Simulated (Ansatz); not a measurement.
We consider SiB3 (Imma, No. 74, 32 atoms in the cell; start mp-569128), described by HSE06 (PAW; Ansatz, a quantum-chemistry and plane-wave program).

Run with plane-wave cutoff 460 eV, 4×4×4 k mesh, Fermi–Dirac smearing 0.01 eV, scalar-relativistic PAW data made under PBE.

Cell (relaxed with PBEsol):

```
CELL_PARAMETERS angstrom
     -4.15788     6.26710     3.09970
      4.15788    -6.26710     3.09970
      4.15788     6.26710    -3.09970
ATOMIC_POSITIONS crystal
  Si 0.31332 0.33143 0.51811
  Si 0.68668 0.66857 0.48189
  Si 0.31332 0.79521 0.98189
  Si 0.68668 0.20479 0.01811
  Si 0.84807 0.00222 0.84585
  Si 0.15193 0.99778 0.15415
  Si 0.65637 0.00222 0.65415
  Si 0.34363 0.99778 0.34585
  B  0.14933 0.72339 0.42594
  B  0.85067 0.27661 0.57406
  B  0.79746 0.72339 0.07406
  B  0.20254 0.27661 0.92594
  B  0.11498 0.39146 0.50156
  B  0.88502 0.60854 0.49844
  B  0.38990 0.61342 0.99844
  B  0.61010 0.38658 0.00156
  B  0.88502 0.38658 0.27648
  B  0.11498 0.61342 0.72352
  B  0.61010 0.60854 0.22352
  B  0.38990 0.39146 0.77648
  B  0.15291 0.47888 0.32300
  B  0.84709 0.52112 0.67700
  B  0.65588 0.82991 0.17700
  B  0.34412 0.17009 0.82300
  B  0.84709 0.17009 0.32597
  B  0.15291 0.82991 0.67403
  B  0.34412 0.52112 0.17403
  B  0.65588 0.47888 0.82597
  B  0.34128 0.27208 0.06920
  B  0.65872 0.72792 0.93080
  B  0.70288 0.27208 0.43080
  B  0.29712 0.72792 0.56920
```

Problem. Estimate the band gap, smallest direct gap on the k points sampled and Γ–Γ gap that the calculation returns.

Solution. 
band gap: 2.12 eV (indirect)
smallest direct gap on the k points sampled: 2.15 eV
Γ–Γ gap: 2.26 eV

Note: cell and atoms aren't relaxed at this level (largest force component 0.14 eV/Å).

Computed values are for the static lattice.

It cost roughly 15 core-minutes of CPU time.

A start named mp-… is a Materials Project structure, which need not be a measured phase.
